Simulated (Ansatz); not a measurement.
P on the Ir site (P_Ir) in fcc Ir (start: the Ir site; 32-site cell, 6×6×6 shifted sampling), host crystal and elements as references (Δμ(Ir) = 0.00 eV, Δμ(P) = 0.00 eV; P taken from its element, since no compound that bounds it was computed at this level; only phases computed here count, gases as isolated molecules at 0 K). The numbers are results of PBE, PAW (plane waves to 420 eV; Ansatz, a program for electronic structure), not measurements. In charge state 0 (not spin-polarised) the formation energy is 1.37 eV. The crystal has 6.90 × 10^22 Ir sites per cm³. Reference phases: black phosphorus, fcc Ir. The relaxation kept the symmetry of the site.

Q: Estimate the equilibrium concentration at 1100 K in the dilute limit, leaving out vibrational entropy and degeneracy.

A: kT = 0.0948 eV; c = N exp(−E_f / kT) = 6.90 × 10^22 × exp(−14.5) ≈ 4 × 10^16 cm^-3. An error of 0.2 eV in E_f moves this by a factor of 8.
